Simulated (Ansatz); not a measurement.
For zinc blende GaP at 725 K, quasi-harmonic approximation with LDA density-functional theory in Ansatz (plane waves, PAW) gives a volume expansion coefficient α_V = 19.47 × 10⁻⁶ K⁻¹, an isothermal bulk modulus B_T = 82.4 GPa, a molar volume V_m = 23.931 cm³/mol and C_V = 48.69 J/(mol K). Dynamical quadrupoles are not included in the interpolation of the phonons between the solved wave vectors.

### Question
Work out the Grüneisen parameter, C_P and the adiabatic bulk modulus.

### Answer
γ = α_V B_T V_m / C_V = 0.79. C_P − C_V = α_V² B_T V_m T = 0.54 J/(mol K), so C_P = 49.23 J/(mol K). B_S = B_T C_P/C_V = B_T (1 + α_V γ T) = 83.3 GPa.

The PAW data sets were generated under PBE and serve the other functionals too.

Ansatz is a quantum-chemistry and plane-wave program.
